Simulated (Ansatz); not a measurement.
## InSb (within 0.1 Å of Immm, No. 71, 4 atoms in the cell; start mp-569020; a measured phase of this formula has another space group)

Method: LDA (plane waves, PAW; Ansatz, an electronic-structure program).

Numerical settings: plane-wave cutoff 500 eV, 8×8×12 k mesh (along the axes of the cell as run), Fermi–Dirac smearing 0.05 eV, scalar-relativistic PAW data made under PBE.

Cell (relaxed at this level):

InSb is modelled in the orthorhombic space group Immm (No. 71), Pearson symbol oI4. Conventional cell: a = 3.148 Å, b = 5.533 Å, c = 5.948 Å, α = 90.00°, β = 90.00°, γ = 90.00°. In on 2b has 2 Sb at 2.974 Å and 4 Sb at 3.183 Å and 2 In at 3.148 Å. Sb on 2d is coordinated by 2 In at 2.974 Å and 4 In at 3.183 Å and 2 Sb at 3.148 Å. (Neighbours: up to the widest gap in distance over summed covalent radii, below 1.35, at either atom; cation-cation and far metal-metal contacts left out.)

```json
{
  "band_gap": "zero (no gap)"
}
```

Spin–orbit coupling is not included.

A start named mp-… is a Materials Project structure, which need not be a measured phase.
